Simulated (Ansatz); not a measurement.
Cubic perovskite KMgF3, treated with PBEsol-D3(BJ) (Ansatz, a first-principles code, PAW).

Numerical settings: plane-wave cutoff 520 eV, 8×8×8 k mesh, Fermi–Dirac smearing 0.01 eV, scalar-relativistic PAW data made under PBE.

Cell (relaxed at this level):

```xyz
5
Lattice="3.9555 0.0000 0.0000 0.0000 3.9555 0.0000 0.0000 0.0000 3.9555" Properties=species:S:1:pos:R:3 pbc="T T T"
K      0.0000     0.0000     0.0000
Mg     1.9777     1.9777     1.9777
F      1.9777     0.0000     1.9777
F      0.0000     1.9777     1.9777
F      1.9777     1.9777     0.0000
```

Q: Predict the bulk modulus, band gap, smallest direct gap on the k points sampled and pressure derivative B′ of the bulk modulus.

A: 
- bulk modulus = 77.3 GPa
- band gap = 7.32 eV (indirect)
- smallest direct gap on the k points sampled = 7.64 eV
- pressure derivative B′ of the bulk modulus = 4.5

Measured, for comparison: bulk modulus 75.1 GPa (room temperature, not corrected to a static lattice, our sources range from 71.2 to 75.1; as tabulated in Vaitheeswaran et al. (2007), arXiv:cond-mat/0703621). Computed (rounded) less measured: bulk modulus +3 % (+3 % to +9 % over the range). A static lattice is as a rule a little smaller and stiffer than an uncorrected measurement, which narrows the difference in the bulk modulus and would widen misses of the other sign.
